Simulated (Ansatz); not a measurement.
The reference is LiCl in the rock salt structure (space group Fm-3m, No. 225; a = 5.0642 Å).

Calculations: PBEsol (Ansatz, a program for electronic structure, PAW, scalar-relativistic without spin-orbit coupling).

Base values:

| Property | Result |
|---|---|
| Valley order | Γ 6.35 eV; L along ⟨111⟩ 6.58 eV; X along ⟨100⟩ 7.78 eV |
| Pressure | 0.00 GPa |

The change: an isotropic linear strain of +1.50 %; the atoms relax in the strained cell.

### Question
What happens to the mean gap deformation potential ΔEg/Δln V?

### Answer
The mean gap deformation potential ΔEg/Δln V is -5.8 eV.

### Question
Predict the new valley order.

### Answer
The valley order (the lowest conduction-band minima on the path, energy above the VBM, named in the base's zone) goes from Γ 6.35 eV; L along ⟨111⟩ 6.58 eV; X along ⟨100⟩ 7.78 eV to Γ 6.09 eV; L along ⟨111⟩ 6.54 eV; X along ⟨100⟩ 7.69 eV.

### Question
What happens to the pressure?

### Answer
The pressure goes from zero to -1.42 GPa.

### Question
Estimate the effect on the energy relative to the base.

### Answer
The energy increases by 3.4 meV/atom.

No phonon test of stability was made.
